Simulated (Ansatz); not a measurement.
## Several settings converged on Pb (Fm-3m, 1 atom in the cell)

```yaml
crystal:
  lattice:
    - [0.00000, 2.46758, 2.46758]
    - [2.46758, 0.00000, 2.46758]
    - [2.46758, 2.46758, 0.00000]
  atoms:
    - { symbol: Pb, position: [0.00000, 0.00000, 0.00000] }
```

Base method: PBE (plane waves, PAW; Ansatz, a first-principles code).

Base settings: basis.ecutwfc = 420 eV; kpoints.mp_grid.grid = 12 12 12; hamiltonian.xc = pbe; hamiltonian.pseudopotentials = {kind: paw} (the program's default PAW files); scf.occupations.method = gaussian; scf.occupations.width = 0.1 eV.

The count of work is k-points × plane waves × bands × iterations; it is no time. 

**The width of Fermi-Dirac smearing**

In this ladder: kpoints.mp_grid.grid = 20 20 20; scf.occupations.method = fermi_dirac.

Narrow widths need finer meshes than wide ones, so the last steps can hold mesh noise.

Only quantities that move along the ladder and can be compared are tabulated; pressure and forces are left out, as mesh noise rules them at narrow widths.

```tsv
scf.occupations.width	free energy less the last step's (meV/atom)	energy extrapolated to zero width less the last step's (meV/atom)
1 eV	-892.33	10.36
0.5 eV	-212.88	6.35
0.3 eV	-73.56	1.05
0.2 eV	-31.21	0.15
0.1 eV	-6.27	-0.25
0.05 eV	0.00	0.00
```

Widest scf.occupations.width that holds the free energy within 5 meV/atom: not settled: the last two steps still differ by 6.3 meV/atom, over half the tolerance, so the ladder does not show it.

Widest scf.occupations.width that holds the energy extrapolated to zero width within 2 meV/atom of the last step, with all finer ones: 0.3 eV; the step before is off by 6.3 meV/atom.

The extrapolation to zero width removes most of the smearing's effect on the energy.

**The width of Methfessel-Paxton smearing**

In this ladder: kpoints.mp_grid.grid = 20 20 20; scf.occupations.method = methfessel_paxton.

Narrow widths need finer meshes than wide ones, so the last steps can hold mesh noise.

Only quantities that move along the ladder and can be compared are tabulated; pressure and forces are left out, as mesh noise rules them at narrow widths.

```tsv
scf.occupations.width	free energy less the last step's (meV/atom)
1 eV	1.76
0.5 eV	-0.13
0.3 eV	-0.59
0.2 eV	-0.57
0.1 eV	-0.20
0.05 eV	0.00
```

Widest scf.occupations.width that holds the free energy within 1 meV/atom of the last step, with all finer ones: 0.5 eV; the step before is off by 1.8 meV/atom.

**The mesh under tetrahedron occupations**

In this ladder: scf.occupations.method = tetrahedron; scf.occupations.width = default.

Only quantities that move along the ladder and can be compared are tabulated.

| kpoints.mp_grid.grid | free energy less the last step's (meV/atom) | pressure (GPa) | count of work / last |
|---|---|---|---|
| 5 5 5 | -39.69 | 2.94 | 0.018 |
| 6 6 6 | 32.69 | 3.96 | 0.029 |
| 7 7 7 | -7.13 | 3.24 | 0.036 |
| 9 9 9 | -6.39 | 3.04 | 0.062 |
| 11 11 11 | -0.49 | 3.01 | 0.10 |
| 14 14 14 | -0.82 | 2.96 | 0.19 |
| 17 17 17 | -0.45 | 2.93 | 0.29 |
| 22 22 22 | 0.11 | 2.92 | 0.59 |
| 27 27 27 | 0.00 | 2.90 | 1.0 |

Coarsest kpoints.mp_grid.grid that holds the free energy within 5 meV/atom of the last step, with all finer ones: 11 11 11, at 0.10 of the last step's count of work; the step before is off by 6.4 meV/atom.

Coarsest kpoints.mp_grid.grid that holds the pressure within 0.2 GPa of the last step, with all finer ones: 9 9 9, at 0.062 of the last step's count of work; the step before is off by 0.33 GPa.

Two neighbours can agree and both be off: 7 7 7 and 9 9 9 differ by 0.73 meV/atom in the free energy, yet lie about 6.4 meV/atom from the last step.

On the base run: the starting cell has typed, rounded lattice constants, without a prior relaxation at this level. Its lattice was rescaled by up to half a per cent. In the base run, with a pressure of about 3 GPa the cell is away from its equilibrium volume at this level. Ansatz's pressure includes its estimate of the finite-basis (Pulay) stress.

Left out of this page: 4 runs of the series outside the window shown, repeating another row's setting, or not comparable.

Keys are those of Ansatz 0.2.
